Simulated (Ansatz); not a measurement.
The parent structure is BP in the zinc blende structure (space group F-43m, No. 216; a = 4.491 Å). Axes: x, y, z lie along the cube axes.

Method: LDA (Ansatz, a first-principles code; PAW; 420 eV plane waves; no SOC).

The change: every lattice vector is stretched by 0.50 %, atoms relaxed at fixed cell.

Predict the stress tensor and what it implies for the stiffness.

Stress of the strained cell less that of the base (GPa, compression positive):
```
  -2.55    0.00    0.00
   0.00   -2.55    0.00
   0.00    0.00   -2.55
```

Then B = −ΔP/(ΔV/V₀) with ΔV/V₀ = 0.0151 gives secant stiffness values (nonlinear terms included at this strain): B ≈ 169 GPa.

Whether these cells are dynamically stable was not tested.
